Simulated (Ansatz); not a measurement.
The starting structures come from a database of crystals and need not be the phases stable at ambient conditions.

 Where the default PAW files enter, the runs use the earlier of Ansatz's two default sets.

Tunnelling through a barrier is set by its complex band structure: the current falls as exp(−2κd) with the smallest κ.

Input:

```
CELL_PARAMETERS angstrom
      4.57074     0.00000     0.00000
      0.00000     6.46400     0.00000
      2.28537    -3.23200     2.28537
ATOMIC_POSITIONS crystal
  Mg 0.00000 0.00000 0.00000
  Te 0.50000 0.75000 0.00000
```

Space group of this cell: F-43m, zinc blende. The cell is taken as given.

Transport runs along the normal of the first two printed cell vectors, the (110) plane of the conventional cell.

The gap is the functional's own, uncorrected, and κ follows it; spin-orbit coupling is left out. Mid-gap values are interpolated between the computed energies.

### Question
Predict the band gap and the smallest decay constant κ at mid-gap from PBEsol (Ansatz, a program for electronic structure).

### Answer
Gap 2.30 eV on a 14×14×14 mesh; κ = 0.152 1/Å, at the zone centre.
